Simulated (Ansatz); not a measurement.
The starting structures come from a database of crystals and need not be the phases stable at ambient conditions.

 Where the default PAW files enter, the runs use the earlier of Ansatz's two default sets.

By LDA and PBEsol, the system below comes out a metal.

```yaml
crystal:
  lattice:
    - [3.11286, 0.00000, 0.00000]
    - [-1.55643, 2.69582, 0.00000]
    - [0.00000, 0.00000, 4.86984]
  atoms:
    - { symbol: Ta, position: [0.66667, 0.33333, 0.74529] }
    - { symbol: Ta, position: [0.33333, 0.66667, 0.25471] }
    - { symbol: N, position: [0.00000, 0.00000, 0.00000] }
```

Space group of this cell: P-3m1, anti-CdI2 type. The cell is taken as given; by PBEsol its mean pressure is -9.2 GPa.

The current runs along the normal of the first two printed vectors, the (001) plane. All runs by Ansatz (an electronic-structure program), plane waves and PAW, without spin-orbit coupling; the base is PBEsol.

```tsv
run	mean pressure (GPa)	G/A, both spins (10¹⁵ S/m²)
base	-9.2	0.85
all lengths scaled by 0.98	9.0	0.89
all lengths scaled by 1.02	-22.8	(withheld)
lda in place of pbesol	-14.6	0.86
lengths across the current scaled by 0.98, ions clamped	2.4	(withheld)
lengths across the current scaled by 1.02, ions clamped	-18.6	0.81
lengths along the current scaled by 0.97, ions clamped	-0.4	(withheld)
lengths along the current scaled by 1.03, ions clamped	-16.5	0.89
```

Q: Some entries are withheld; supply them.

A: 
- all lengths scaled by 1.02, G/A, both spins (10¹⁵ S/m²): 0.82
- lengths across the current scaled by 0.98, ions clamped, G/A, both spins (10¹⁵ S/m²): 0.93
- lengths along the current scaled by 0.97, ions clamped, G/A, both spins (10¹⁵ S/m²): 0.84
